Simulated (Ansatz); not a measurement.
```
CELL_PARAMETERS angstrom
      5.61638     0.00000     0.00000
      2.80819     4.86392     0.00000
      2.80819    -1.62131     2.31174
ATOMIC_POSITIONS crystal
  K  0.00000 0.00000 0.00000
  Mg 0.00000 0.50000 0.50000
  F  0.50000 0.00000 0.00000
  F  0.00000 0.50000 0.00000
  F  0.50000 0.50000 0.00000
```

No spin polarisation.

Method: PBEsol in Ansatz (plane waves to 420 eV, PAW, scalar-relativistic without spin-orbit coupling). Γ-centred 8×8×8 mesh, Fermi–Dirac width 0.05 eV.

Question: Predict the band gap, pressure, electron mass and gap character.

Answer: The band gap comes out as 7.16 eV. The pressure (mean of the normal stresses, compression positive) is 0.51 GPa and the electron mass comes out as 0.51 mₑ (at Γ). The gap character is indirect, T → Γ.

The cells carry an imposed strain or load. Effective masses come from finite differences of ±0.01 Å⁻¹. No phonon test of stability was made. The cell was made from KMgF3 in the cubic perovskite structure (space group Pm-3m, No. 221) by this change: biaxial strain −0.50 %, plane normal [111], relaxed out of plane.

Ansatz is an electronic-structure program.
